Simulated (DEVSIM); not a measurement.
Device: Schottky contact on n-type β-Ga2O3, at 300 K.

Layer 1 from the left is β-Ga2O3, thickness (μm) 18.0, Nd (cm⁻³) 1.3e17, τn (s) 9.3e-8, τp (s) 9.3e-8. Layer 2 from the left is β-Ga2O3, thickness (μm) 1.10, Nd (cm⁻³) 1.7e18, τn (s) 9.3e-8, τp (s) 9.3e-8.

Left contact: Schottky, work function 5.6 eV, emission velocity 1.1e7 cm/s. Right contact: ohmic. Voltage is applied to the left contact. Recombination: SRH at mid-gap, Auger. Mobility is constant in doping.

Constants are typed, rounded textbook-type inputs, not results; the design itself was drawn at random and stands for no fabricated device. Values at 300 K.

β-Ga2O3: gap (eV) 4.8, affinity (eV) 4, permittivity 10, Nc (cm⁻³) 3.7e18, Nv (cm⁻³) 5e20, μn (cm²/Vs) 160, μp (cm²/Vs) 1, Cn (cm⁶/s) 1e-31, Cp (cm⁶/s) 1e-31.

DEVSIM, 1D drift-diffusion, Boltzmann statistics, complete ionisation; no tunnelling, impact ionisation, image-force lowering or self-heating. Metal contacts follow the ideal Schottky-Mott rule: no Fermi-level pinning, no interface dipoles.

Dark forward current:

```tsv
|V| (V)	|J| (A/cm²)
0.45	2.377e-13
0.50	1.635e-12
0.55	1.123e-11
0.60	7.715e-11
0.65	5.296e-10
0.70	3.633e-9
0.75	2.490e-8
0.80	1.705e-7
0.85	1.167e-6
0.90	7.970e-6
0.95	5.436e-5
1.00	0.0003700
1.05	0.002512
1.10	0.01699
1.15	0.1142
1.20	0.7544
1.25	4.619
1.30	21.44
1.35	61.48
1.40	120.2
1.45	189.5
1.50	264.8
1.55	343.8
1.60	425.2
1.65	508.2
1.70	592.6
```

**Question.** Work out the local ideality factor n = ΔV / (kT/q · ln(J2/J1)) between the rows 0.45 and 0.50 V, 1.65 and 1.70 V.

**Answer.** kT/q = 25.85 mV. From 0.45 to 0.50 V: ln(1.635e-12/2.377e-13) = 1.928, n = 1.00, near the 1 of diffusion or emission over a barrier. From 1.65 to 1.70 V: ln(592.6/508.2) = 0.154, n = 12.59; the layers' resistance at their doping, Σ W/(qμN) = 0.00054 Ω cm², would take 46 mV of this step of 50 mV.

**Question.** Estimate the current at 0.80 V for emission alone, J0 = q v N_band exp(−φB/kT), and read the barrier back from the simulated current.

**Answer.** φB = 1.600 eV, N_band = 3.70e18 cm⁻³, J0 = 8.58e-21 A/cm²; J = J0 (exp(qV/kT) − 1) = 2.37e-7 A/cm². The simulation gives 1.70e-7 A/cm²; the estimate lies 39 % above. Read backwards, the simulated current gives an apparent barrier of 1.608 eV. The estimate leaves out transport through the depletion region and minority injection.
